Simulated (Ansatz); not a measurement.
**Density of states at the Fermi level (states/eV per atom) in related cells**

Cell A: Cu (fcc, Fm-3m), 1 atom in the cell; spin state with PBE: run without spin, k-point mesh 28×28×28 on the run's own vectors. Conventional cell: a = 3.6296 Å, b = 3.6296 Å, c = 3.6296 Å, α = 90.00°, β = 90.00°, γ = 90.00°.

Cell B: Ag (fcc, Fm-3m), 1 atom in the cell, k-point mesh 26×26×26 on the run's own vectors. Conventional cell: a = b = c = 4.148 Å, α = β = γ = 90.00°.

Cell C: Al (fcc, Fm-3m), 1 atom in the cell, k-point mesh 26×26×26 on the run's own vectors. Conventional cell: a = 4.0415 Å, b = 4.0415 Å, c = 4.0415 Å, α = 90.00°, β = 90.00°, γ = 90.00°.

Cell D: In (I4/mmm), 1 atom in the cell, k-point mesh 24×24×24 on the run's own vectors. Conventional cell: a = 3.3071 Å, b = 3.3071 Å, c = 5.0272 Å, α = 90.00°, β = 90.00°, γ = 90.00°.

Cell E: Pb (fcc, Fm-3m), 1 atom in the cell, k-point mesh 20×20×20 on the run's own vectors. Conventional cell: a = b = c = 5.0420 Å, α = β = γ = 90.00°.

Cell F: Nb (bcc, Im-3m), 1 atom in the cell; spin state with PBE: run without spin, k-point mesh 26×26×26 on the run's own vectors. Conventional cell: a = b = c = 3.3114 Å, α = β = γ = 90.00°.

Cell G: Ta (bcc, Im-3m), 1 atom in the cell, k-point mesh 26×26×26 on the run's own vectors. Conventional cell: a = 3.320 Å, b = 3.320 Å, c = 3.320 Å, α = 90.00°, β = 90.00°, γ = 90.00°.

All numbers come from Ansatz (a quantum-chemistry and plane-wave program), plane waves with PAW, its default PAW set, cutoff 420 eV. The structures are at rest with PBE. Neutral cells; Fermi-Dirac smearing of at most 0.10 eV in the solids, energies taken to zero width. Spin-orbit coupling is left out. A dispersion term ran beside these levels; it doesn't touch the electrons. Both spins, broadened by a Gaussian of 0.2 eV on the run's mesh.

```json
[
 {"cell": "A", "PBE": "0.30"},
 {"cell": "B", "PBE": "0.26"},
 {"cell": "C", "PBE": "0.38"},
 {"cell": "D", "PBE": "0.46"},
 {"cell": "E", "PBE": "0.52"},
 {"cell": "F", "PBE": "1.5"},
 {"cell": "G", "PBE": "1.3"}
]
```

With PBE the value is lowest for B and highest for F.
